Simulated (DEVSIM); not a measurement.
System: Co/La2O3/n-Si capacitor, at 400 K.

| layer (left to right) | material | thickness (nm) | Nd (cm⁻³) |
|---|---|---|---|
| 1 | La2O3 | 19.0 | - |
| 2 | Si | 420 | 1.9e18 |

Metal gate on the left, work function 5 eV. Fixed charge at the semiconductor interface -3.1e11 cm⁻² (in units of +e); no interface traps.

Constants are typed, rounded textbook-type inputs, not results; the design itself was drawn at random and stands for no fabricated device. Values at 300 K; Nc and Nv go as T^1.5, mobilities as T to minus their exponent, the gap by Varshni's rule with the affinity fixed.

```csv
parameter,La2O3,Si
gap (eV),5.8,1.124
affinity (eV),1.8,4.05
permittivity,27,11.7
Nc (cm⁻³),-,2.86e19
Nv (cm⁻³),-,3.1e19
Varshni α (eV/K),-,0.000473
Varshni β (K),-,636
```

Model (solved in DEVSIM): 1D Poisson equation in equilibrium, Boltzmann statistics, complete ionisation; no quantum confinement or tunnelling. Metal contacts follow the ideal Schottky-Mott rule: no Fermi-level pinning, no interface dipoles.

**Question.** Tabulate band edges, carrier densities and field at 0.0 V on the gate.

**Answer.** Energies count from the Fermi level of the right contact; mesh points crowd at the junctions.

```tsv
x (μm)	Ec (eV)	Ev (eV)	n (cm⁻³)	p (cm⁻³)	field (V/cm)
0.000	3.200	-2.600	< 1e2	< 1e2	-200000
0.001076	3.179	-2.621	< 1e2	< 1e2	-200000
0.002897	3.143	-2.657	< 1e2	< 1e2	-200000
0.006322	3.075	-2.725	< 1e2	< 1e2	-200000
0.01318	2.939	-2.861	< 1e2	< 1e2	-200000
0.01638	2.876	-2.924	< 1e2	< 1e2	-200000
0.01808	2.843	-2.957	< 1e2	< 1e2	-200000
0.01941	0.554	-0.543	4.7e12	6.9e12	-490000
0.02083	0.487	-0.610	3.2e13	1.0e12	-450000
0.02372	0.369	-0.727	9.8e14	3.3e10	-360000
0.02938	0.209	-0.887	1.0e17	3.2e8	-200000
0.04558	0.110	-0.987	1.8e18	1.8e7	-4200
0.07047	0.108	-0.988	1.9e18	1.7e7	≈ 0
0.1211	0.108	-0.988	1.9e18	1.7e7	≈ 0
0.2556	0.108	-0.988	1.9e18	1.7e7	≈ 0
0.3461	0.108	-0.988	1.9e18	1.7e7	≈ 0
0.3922	0.108	-0.988	1.9e18	1.7e7	≈ 0
0.4149	0.108	-0.988	1.9e18	1.7e7	≈ 0
0.4297	0.108	-0.988	1.9e18	1.7e7	≈ 0
0.4348	0.108	-0.988	1.9e18	1.7e7	≈ 0
0.4374	0.108	-0.988	1.9e18	1.7e7	≈ 0
0.4390	0.108	-0.988	1.9e18	1.7e7	≈ 0
```
